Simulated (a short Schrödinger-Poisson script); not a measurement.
System: MOS inversion layer, Al2O3 on p-type GaN, at 300 K.

```csv
layer,material,thickness (nm),Na (cm⁻³)
1,Al2O3,6.9,-
2,GaN,400,2.5e18
```

Constants are typed, rounded textbook-type inputs, not results; the design itself was drawn at random and stands for no fabricated device. Al2O3: permittivity 9, conduction-band edge (eV) 2.75, gap (eV) 6.8, electron mass (mₑ) 0.3. GaN: permittivity 9.5, conduction-band edge (eV) 0, gap (eV) 3.43, Nv at 300 K (cm⁻³) 4.6e19.

Channel valleys (confinement mass, in-plane density-of-states mass, number): Γ 0.2, 0.2, 1. At the gate the conduction-band edge of layer 1 lies 3.21 eV − eVg above the Fermi level of the channel; the field vanishes at the back. Gaps are held at their typed values at every temperature. Mesh 0.03 nm at interfaces.

From a short Schrödinger-Poisson script (our own, NumPy): 1D Poisson equation in equilibrium, electrons classical, Fermi-Dirac, parabolic valleys, classical holes, full ionisation, no traps, pinning or gate leakage.

The same stack at other levels of the model or other numerical settings:

| run | sheet density of all electrons at Vg = 3.2 V (cm⁻²) | sheet density of all electrons at Vg = 2 V (cm⁻²) | capacitance at Vg = 3.2 V (μF/cm²) | centroid of the channel electrons at Vg = 3.2 V (nm) | rough cost against the base |
|---|---|---|---|---|---|
| base | 6.98e12 | 6.34e11 | 0.950 | 0.53 | about 1 |
| electrons treated as classical, Boltzmann | ? | 9.64e11 | 1.12 | 0.13 | 0.2 |
| electrons treated as quantum, Hartree | ? | 3.44e9 | 0.969 | 1.17 | 4 |
| electrons treated as quantum, Hartree plus LDA exchange-correlation | 6.33e12 | 4.20e9 | ? | 1.15 | 6 |
| mesh six times as coarse | 6.82e12 | 5.67e11 | 0.941 | 0.61 | 0.3 |

Question: Some entries are withheld; supply them.

Answer: 
- electrons treated as quantum, Hartree plus LDA exchange-correlation, capacitance at Vg = 3.2 V (μF/cm²): 0.985
- electrons treated as quantum, Hartree, sheet density of all electrons at Vg = 3.2 V (cm⁻²): 5.98e12
- electrons treated as classical, Boltzmann, sheet density of all electrons at Vg = 3.2 V (cm⁻²): 9.05e12

The classical rows ignore confinement, and Boltzmann statistics overrate the density once the band edge passes the Fermi level.

In real p-type GaN the Mg acceptor is only partly ionised, and so wide a gap doesn't supply an inversion layer without source and drain.
